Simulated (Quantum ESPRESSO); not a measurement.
# Several settings converged on Ge (I4_1/amd, 2 atoms in the cell)

```
CELL_PARAMETERS angstrom
     -2.56677     2.56677     1.39322
      2.56677    -2.56677     1.39322
      2.56677     2.56677    -1.39322
ATOMIC_POSITIONS crystal
  Ge 0.25000 0.75000 0.50000
  Ge 0.50000 0.50000 0.00000
```

Base method: LDA (PZ), PSlibrary ultrasoft (LDA) pseudopotentials (plane waves; Quantum ESPRESSO 7.5).

Base settings: ecutwfc = 30 Ry; ecutrho = 180 Ry; occupations = smearing; smearing = fermi-dirac; degauss = 0.0073499 Ry; potentials = {Ge: Ge.pz-n-rrkjus_psl.1.0.0.UPF}; K_POINTS = automatic 13 13 13 0 0 0; conv_thr = 1e-09 Ry; mixing_beta = 0.7.

Core times come from one kind of shared machine, to one figure; runs under 30 s give none.

**Zone-centre phonons against the mesh**

In this ladder: ph.x.tr2_ph = 1e-14; ph.x.fildyn = dyn.G; dynmat.x.fildyn = dyn.G; dynmat.x.asr = simple.

Frequencies are those of the unrelaxed cell, without the LO-TO term of polar crystals.

Only quantities that move along the ladder and can be compared are tabulated.

| K_POINTS | highest zone-centre frequency (cm⁻¹) | core time / last (rough) |
|---|---|---|
| automatic 4 4 4 0 0 0 | 168.7 | – |
| automatic 5 5 5 0 0 0 | 145.6 | – |
| automatic 6 6 6 0 0 0 | 152.9 | – |
| automatic 7 7 7 0 0 0 | 145.0 | 0.05 |
| automatic 8 8 8 0 0 0 | 158.2 | 0.05 |
| automatic 10 10 10 0 0 0 | 167.9 | 0.1 |
| automatic 16 16 16 0 0 0 | 168.0 | 0.4 |
| automatic 20 20 20 0 0 0 | 167.9 | 0.7 |
| automatic 24 24 24 0 0 0 | 166.8 | 1 |

Coarsest K_POINTS that holds the highest zone-centre frequency within 10 cm⁻¹ of the last step, with all finer ones: automatic 8 8 8 0 0 0, at about 0.05 of the last step's time; the step before is off by 22 cm⁻¹.

**The size of a vacancy's supercell**

On Ge (I4_1/amd, 4 atoms in the cell), and larger cells.

Steps: 2 x 1 x 1 supercell, one Ge atom taken out, nothing relaxed; 2 x 2 x 1 supercell, one Ge atom taken out, nothing relaxed; and so on, with the mesh thinned in proportion.

Only quantities that move along the ladder and can be compared are tabulated.

| atoms | unrelaxed vacancy energy (eV) | core time / last (rough) |
|---|---|---|
| 4 | 1.141 | 0.7 |
| 8 | 1.119 | 1 |
| 16 | 1.175 | 1 |

Smallest size that holds the unrelaxed vacancy energy within 0.05 eV: not settled: the last two steps still differ by 0.056 eV, over half the tolerance, so the ladder does not show it.

On the base run: the starting cell comes from a database of computed structures (which also holds hypothetical and non-ambient phases and stackings), without a prior relaxation at this level. Its lattice was rescaled by up to half a per cent.
